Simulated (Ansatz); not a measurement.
Start from SiC in the zinc blende structure (space group F-43m, No. 216; a = 4.356 Å).

Perturbation: a hydrostatic pressure of 2.1 GPa.

Levels (all Ansatz, a quantum-chemistry and plane-wave program, PAW): r2SCAN (500 eV, no spin-orbit coupling); HSE06+SOC (420 eV, with spin-orbit coupling).

The geometry is relaxed with r2SCAN.

| Quantity | Value |
|---|---|
| r2SCAN lowest conduction level above the VBM at special points | X 1.71 eV; U 3.55 eV; K 3.55 eV; Γ 6.93 eV |
| r2SCAN valence-band top at Γ | 0.00, 0.00, 0.00 eV |

Question: What does HSE06+SOC give at this geometry for the lowest conduction level above the VBM at special points and valence-band top at Γ?

Answer: The lowest conduction level above the VBM at special points goes from X 1.71 eV; U 3.55 eV; K 3.55 eV; Γ 6.93 eV to X 2.22 eV; U 4.10 eV; K 4.10 eV; Γ 7.64 eV; the valence-band top at Γ (three highest Kramers pairs, from the VBM) becomes 0.00, 0.00, -0.02 eV (r2SCAN: 0.00, 0.00, 0.00 eV). The threefold valence maximum splits by Δso ≈ 16 meV.

Single points use the geometry relaxed with r2SCAN. Their cutoffs differ, which shifts pressures a little. The hybrid gap comes from the SCF mesh plus the semilocal run's edge points and a few special points and is an upper bound. Differences between runs with and without spin-orbit coupling are approximate. The levels and masses belong to the bands next to the band gap. Load acts through the strain it causes; cell and atoms are relaxed under it. No phonon test of stability was made.
